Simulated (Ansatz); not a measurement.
The parent structure is Sc in the hcp (Mg type) structure (space group P6_3/mmc, No. 194; a = 3.319 Å, c = 5.166 Å).

All numbers come from PBE (Ansatz, a program for electronic structure; PAW; 420 eV plane waves; no SOC).

Base values:

The volume per atom is 24.65 Å³ and the c/a ratio comes out as 1.556.

One thing is altered: a hydrostatic pressure of 4.5 GPa.

Task: How does this affect the volume per atom and c/a ratio?

Result: The volume per atom drops by 1.75 Å³ (24.65 Å³ → 22.90 Å³); the c/a ratio drops by 0.0047, from 1.556 to 1.552.

Load acts through the strain it causes; cell and atoms are relaxed under it. Whether these cells are dynamically stable was not tested. The final runs are not spin-polarised.
